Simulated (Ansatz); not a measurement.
## Mo3Os (model structure, started from the D019 type, P6₃/mmc, No. 194, 8 atoms in the cell)

All values below come from r²SCAN (Ansatz, a first-principles code, PAW).

Settings: plane-wave cutoff 560 eV, 12×12×12 k mesh, Fermi–Dirac smearing 0.05 eV, no spin polarisation, scalar-relativistic PAW data made under PBE.

Cell (relaxed at this level):

```cif
data_Mo6Os2
_chemical_formula_sum 'Mo6 Os2'
_space_group_name_H-M_alt 'P 1'
_space_group_IT_number 1
_cell_length_a 5.58406
_cell_length_b 5.58406
_cell_length_c 4.53139
_cell_angle_alpha 90.000
_cell_angle_beta 90.000
_cell_angle_gamma 120.000
loop_
_space_group_symop_operation_xyz
  'x, y, z'
loop_
_atom_site_label
_atom_site_type_symbol
_atom_site_fract_x
_atom_site_fract_y
_atom_site_fract_z
_atom_site_occupancy
Mo1 Mo 0.83146 0.66291 0.25000 1
Mo2 Mo 0.16854 0.83146 0.75000 1
Mo3 Mo 0.33709 0.16854 0.25000 1
Mo4 Mo 0.16854 0.33709 0.75000 1
Mo5 Mo 0.83146 0.16854 0.25000 1
Mo6 Mo 0.66291 0.83146 0.75000 1
Os1 Os 0.33333 0.66667 0.25000 1
Os2 Os 0.66667 0.33333 0.75000 1
```

bulk modulus: 289 GPa

Note: the run has no spin polarisation, so it can have missed a magnetic state; the bulk modulus is −V dP/dV from two relaxed cells at ±2 % in volume; the relaxation could raise the start's symmetry but not lower it, so the cell can be a saddle point.

Spin–orbit coupling is not included.

Computed values are for the static lattice.

Cost on a shared machine: roughly 14 core-minutes.

A model structure was made by putting elements into a prototype or built by hand; it is no filed structure, need not be a known phase, and can be a saddle point held by its symmetry.
